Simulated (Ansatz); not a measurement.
Take ZnAu in the CsCl type structure (space group Pm-3m, No. 221; a = 3.129 Å; relaxed with 0.1 eV smearing) as the base. Axes: x, y, z lie along the cube axes.

All numbers come from Ansatz (a quantum-chemistry and plane-wave program) PBEsol, no spin-orbit coupling.

It is then changed as follows: biaxial strain −1.25 %, plane normal [111], relaxed out of plane (Cartesian); in-plane vectors clamped, the third vector and the atoms free.

Q: How does this affect the in-plane stress?

A: The mean in-plane stress (compression positive) amounts to +2.8 GPa.

Q: Predict the new energy relative to the base.

A: The energy grows by 3.4 meV/atom.

Whether these cells are dynamically stable was not tested.
